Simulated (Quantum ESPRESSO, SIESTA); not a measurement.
A SIESTA input for a self-consistent single point of YZn5 (P6/mmm, 6 atoms in the cell) (DFT, LDA PW92, numerical atomic orbitals DZP, PseudoDojo LDA standard norm-conserving potentials (rewritten from UPF to PSML)):

```
# files in the folder: Y.psml Zn.psml (PseudoDojo LDA standard)
SystemName  YZn5
SystemLabel siesta

NumberOfAtoms                6
NumberOfSpecies              2
%block ChemicalSpeciesLabel
  1 39 Y
  2 30 Zn
%endblock ChemicalSpeciesLabel
LatticeConstant              5.227061 Ang
%block LatticeVectors
     1.000000000    0.000000000    0.000000000
    -0.500000096    0.866025669    0.000000000
     0.000000000    0.000000000    0.795442219
%endblock LatticeVectors
AtomicCoordinatesFormat      ScaledCartesian
%block AtomicCoordinatesAndAtomicSpecies
     0.000000000    0.000000000    0.000000000  1
    -0.250000048    0.433012835    0.397721109  2
     0.500000000    0.000000000    0.397721109  2
     0.249999952    0.433012835    0.397721109  2
    -0.000000564    0.577350735    0.000000000  2
     0.500000468    0.288674934    0.000000000  2
%endblock AtomicCoordinatesAndAtomicSpecies

XC.functional                LDA
XC.authors                   PW92
PAO.BasisSize                DZP
PAO.EnergyShift              0.01 Ry
MeshCutoff                   400 Ry
%block kgrid.MonkhorstPack
    6   0   0  0.0
    0   6   0  0.0
    0   0   6  0.0
%endblock kgrid.MonkhorstPack
OccupationFunction           FD
ElectronicTemperature        0.136 eV

MaxSCFIterations             150
SCF.Mixer.Method             Broyden
SCF.Mixer.Weight             0.25
SCF.Mixer.History            8
SCF.DM.Tolerance             1.0E-05
Diag.ParallelOverK           true
WriteForces                  true
```

**Question.** Write the same calculation as an input for Quantum ESPRESSO.

**Answer.** This is the input that was run; spellings and numerical settings could be chosen otherwise.

```fortran
&control
 calculation = 'scf'
 prefix = 'run'
 outdir = './out'
 pseudo_dir = './'
 tprnfor = .true.
 tstress = .true.
/
&system
 ibrav = 0
 nat = 6
 ntyp = 2
 ecutwfc = 50
 ecutrho = 350
 occupations = 'smearing'
 smearing = 'fd'
 degauss = 0.0099958
/
&electrons
 conv_thr = 1.0d-10
 mixing_beta = 0.7
/
ATOMIC_SPECIES
Y     88.9058  Y.pz-spn-kjpaw_psl.1.0.0.UPF
Zn    65.3800  Zn.pz-dn-kjpaw_psl.1.0.0.UPF
CELL_PARAMETERS angstrom
   5.2270618007     0.0000000000     0.0000000000
  -2.6135309003     4.5267683066     0.0000000000
   0.0000000000     0.0000000000     4.1578250000
ATOMIC_POSITIONS crystal
Y     0.0000000000    0.0000000000    0.0000000000
Zn    0.0000000000    0.5000000000    0.5000000000
Zn    0.5000000000    0.0000000000    0.5000000000
Zn    0.5000000000    0.5000000000    0.5000000000
Zn    0.3333333333    0.6666666667    0.0000000000
Zn    0.6666666667    0.3333333333    0.0000000000
K_POINTS automatic
6 6 6  0 0 0
```

Basis, cutoffs, solver keys and any potentials are the target program's own. This input uses DFT, LDA (PZ), plane waves, PSlibrary PAW (LDA) pseudopotentials. LDA parametrisations can differ slightly between programs. Both were run: pressure -11.03 GPa in SIESTA and -6.35 in Quantum ESPRESSO.

On Quantum ESPRESSO: the starting cell comes from a database of computed structures (which also holds hypothetical and non-ambient phases and stackings), without a prior relaxation at this level. Its lattice was rescaled by a random factor within 2.5 % of one. For this run, on top of that: lattice scaled by 0.98. With a pressure of about -6 GPa the cell is away from its equilibrium volume at this level.

On SIESTA: the starting cell comes from a database of computed structures (which also holds hypothetical and non-ambient phases and stackings), without a prior relaxation at this level. Its lattice was rescaled by a random factor within 2.5 % of one. For this run, on top of that: lattice scaled by 0.98. Values carry the incompleteness of an atom-centred basis. With a pressure of about -11 GPa the cell is away from its equilibrium volume at this level.
